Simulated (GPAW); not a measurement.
A self-consistent single point of TaN (P-62m, 6 atoms in the cell) with GPAW.

Level of theory: LDA (Perdew-Wang 92), GPAW PAW datasets LDA (gpaw-data 1.0.1) (plane waves; GPAW).

```yaml
crystal:
  lattice:
    - [5.19600, 0.00000, 0.00000]
    - [-2.59800, 4.49987, 0.00000]
    - [0.00000, 0.00000, 2.91100]
  atoms:
    - { symbol: Ta, position: [0.33333, 0.66667, 0.50000] }
    - { symbol: Ta, position: [0.66667, 0.33333, 0.50000] }
    - { symbol: Ta, position: [0.00000, 0.00000, 0.00000] }
    - { symbol: N, position: [0.39285, 0.00000, 0.00000] }
    - { symbol: N, position: [0.60715, 0.60715, 0.00000] }
    - { symbol: N, position: [0.00000, 0.39285, 0.00000] }
```

Reference input (self-consistent single point, DFT LDA (Perdew-Wang 92), plane waves, GPAW PAW datasets LDA (gpaw-data 1.0.1)): mode = pw; ecut = 950 eV; xc = LDA; kpts = 5 5 8; mesh shift (steps) = 0.5 0.5 0.5; occupations.name = methfessel-paxton; occupations.width = 0.1 eV; occupations.order = 0; nbands = -10; convergence.forces = 0.001 eV/Å; symmetry.symmorphic = false; symmetry.tolerance = 0.0005. This run's input differs from it in these lines:

```diff
@@ -17,3 +17,3 @@
 
-calc = GPAW(mode=PW(950),
+calc = GPAW(mode=PW(1235),
             xc='LDA',
```

Log, with long lists cut:

```
     iter     time        total  log10-change:
                         energy   eigst   dens  force
iter:   1 --:--:--   -74.729469
iter:   2 --:--:--   -73.003295   -0.92  -0.97
iter:   3 --:--:--   -68.797293   -0.04  -1.03
iter:   4 --:--:--   -68.881749   -0.89  -1.43
iter:   5 --:--:--   -69.051840   -1.68  -1.52
iter:   6 --:--:--   -69.129263   -0.77  -1.70
iter:   7 --:--:--   -68.960631   -2.15  -1.81
iter:   8 --:--:--   -68.920307   -2.93  -2.06
iter:   9 --:--:--   -68.903091   -3.18  -2.22
iter:  10 --:--:--   -68.879670   -2.09  -2.32
iter:  11 --:--:--   -68.880860c  -2.89  -3.30
iter:  12 --:--:--   -68.880730c  -3.95  -3.17
iter:  13 --:--:--   -68.880716c  -4.79  -3.32
iter:  14 --:--:--   -68.880716c  -5.47  -3.38
iter:  15 --:--:--   -68.880700c  -5.27  -3.48
iter:  16 --:--:--   -68.880760c  -4.71  -3.56
iter:  17 --:--:--   -68.880686c  -4.86  -3.54
iter:  18 --:--:--   -68.880687c  -5.87  -4.13c
iter:  19 --:--:--   -68.880694c  -5.79  -4.14c
iter:  20 --:--:--   -68.880688c  -5.62  -4.02c
iter:  21 --:--:--   -68.880686c  -7.09  -4.30c
iter:  22 --:--:--   -68.880686c  -7.41c -4.70c
iter:  23 --:--:--   -68.880686c  -6.77  -4.53c
iter:  24 --:--:--   -68.880686c  -8.26c -4.83c -2.63
iter:  25 --:--:--   -68.880686c  -7.87c -4.98c -3.17c
Converged after 25 iterations.

Dipole moment: (-0.000010, -0.000000, -0.000000) |e|*Ang

Energy contributions relative to reference atoms: (reference = -1276179.582076)

Kinetic:        +47.161910
Potential:      -52.613707
External:        +0.000000
XC:             -63.099638
Entropy (-ST):   -0.004329
Local:           -0.327087
SIC:             +0.000000
--------------------------
Free energy:    -68.882850
Extrapolated:   -68.880686

Showing only first 2 kpts
 Kpt  Band  Eigenvalues  Occupancy
  0    25     11.44969    2.00000
  0    26     12.42861    2.00000
  0    27     13.01719    2.00000
  0    28     14.40365    0.00000

  1    25     11.80560    2.00000
  1    26     11.88349    2.00000
  1    27     13.21474    1.99999
  1    28     14.97958    0.00000

Fermi level: 13.52317

No gap
   [... lines left out ...]
  0 Ta    0.00000    0.00000    0.00000
  1 Ta    0.00000   -0.00000    0.00000
  2 Ta    0.00000    0.00000    0.00000
  3 N    -0.06989    0.00000    0.00000
  4 N     0.03495    0.06053    0.00000
  5 N     0.03495   -0.06053    0.00000

Stress tensor:
     0.066565    -0.000000     0.000000
    -0.000000     0.066565     0.000000
     0.000000     0.000000     0.074825
Stress (GPa, Voigt): [10.6649 10.6649 11.9882  0.      0.     -0.    ]
```

The run converged in 25 iterations. GPAW prints stress with tension positive. Against the reference run the free energy goes down by 1.1 meV/atom and the largest force moves little (0.068 to 0.070 eV/Å).

The starting cell comes from a database of published, mostly measured structures (it also holds non-ambient and calculated ones), without a prior relaxation at this level. Spin polarisation is off.

Cost on one core of a shared machine: roughly 7 min.
